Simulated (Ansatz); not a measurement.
Take CdS in the zinc blende structure (space group F-43m, No. 216) as the base.

```yaml
crystal:
  lattice:
    - [0.00000, 2.93953, 2.93953]
    - [2.93953, 0.00000, 2.93953]
    - [2.93953, 2.93953, 0.00000]
  atoms:
    - { symbol: S, position: [0.75000, 0.75000, 0.75000] }
    - { symbol: Cd, position: [0.00000, 0.00000, 0.00000] }
```

Levels (all Ansatz, an electronic-structure program, PAW, earlier PAW set): r2SCAN (500 eV, no spin-orbit coupling); HSE06 (420 eV, scalar-relativistic without spin-orbit coupling).

The geometry is relaxed with r2SCAN.

```
Quantity          Result
---------------  -------
r2SCAN band gap  1.54 eV
```

Problem. How does going to HSE06 change the band gap?

Solution. The band gap rises by 0.566 eV, from 1.54 eV to 2.10 eV.

Single points use the geometry relaxed with r2SCAN. No phonon test of stability was made.
